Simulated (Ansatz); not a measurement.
The parent structure is CoCl$_{2}$ in the CdI2 type structure (space group P-3m1, No. 164; a = 3.526 Å, c = 5.697 Å; ferromagnetic; a model cell, its experimental status unchecked; layered, stacked along the Cartesian z axis). Axes: x lies along a and z along c of the hexagonal cell.

Calculations: r2SCAN+rVV10 (Ansatz, a first-principles code), without spin-orbit coupling.

Base values:

The pressure comes out as 0.0 GPa.

Perturbation: the cell is stretched by 3.93 % along y with no lateral relaxation; the atoms relax in the strained cell.

Task: Estimate the effect on the pressure and energy relative to the base.

Result: The pressure (mean of the normal stresses, compression positive) goes from zero to -1.5 GPa; the energy increases by 7.7 meV/atom.

Stability against distortions was not tested. No Hubbard U is applied and the magnetic state is the run's own (CoCl2 ferromagnetic); small cells can't hold the antiferromagnetic order that many such compounds have, so gaps and moments can be off.
